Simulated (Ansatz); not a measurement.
Pressure series in HgTe

Take HgTe in the zinc blende structure (space group F-43m, No. 216) as the base.

```xyz
2
Lattice="0.0000 3.3253 3.3253 3.3253 0.0000 3.3253 3.3253 3.3253 0.0000" Properties=species:S:1:pos:R:3 pbc="T T T"
Hg     0.0000     0.0000     0.0000
Te     1.6627     1.6627     1.6627
```

Cell and atoms are relaxed at each pressure.

All numbers come from PBE (Ansatz, a quantum-chemistry and plane-wave program; PAW; 420 eV plane waves; no spin-orbit coupling).

Notes on the quantities. enthalpy: H = E + PV relative to the base's energy.

```
case                    enthalpy  shortest interatomic distance      density
-----------------  -------------  -----------------------------  -----------
base                           –                        2.880 Å   7.41 g/cm³
pressure −2 GPa    -0.47 eV/atom                        2.948 Å   6.91 g/cm³
pressure −1 GPa    -0.23 eV/atom                        2.911 Å   7.18 g/cm³
pressure 0.9 GPa   +0.20 eV/atom                        2.857 Å   7.59 g/cm³
pressure 2.1 GPa   +0.47 eV/atom                        2.829 Å   7.82 g/cm³
pressure 4.5 GPa   +0.98 eV/atom                        2.784 Å   8.20 g/cm³
pressure 9 GPa     +1.88 eV/atom                        2.721 Å   8.78 g/cm³
pressure 15 GPa    +3.00 eV/atom                        2.661 Å   9.40 g/cm³
pressure 22.5 GPa  +4.31 eV/atom                        2.604 Å  10.02 g/cm³
pressure 30 GPa    +5.55 eV/atom                        2.560 Å  10.55 g/cm³
```

Load acts through the strain it causes; cell and atoms are relaxed under it. No phonon test of stability was made. Tetrahedral semiconductors of this kind turn to denser phases somewhere between about 1 and 50 GPa; those were not computed, so compressed cells here can lie past the real transition. The final runs are not spin-polarised.
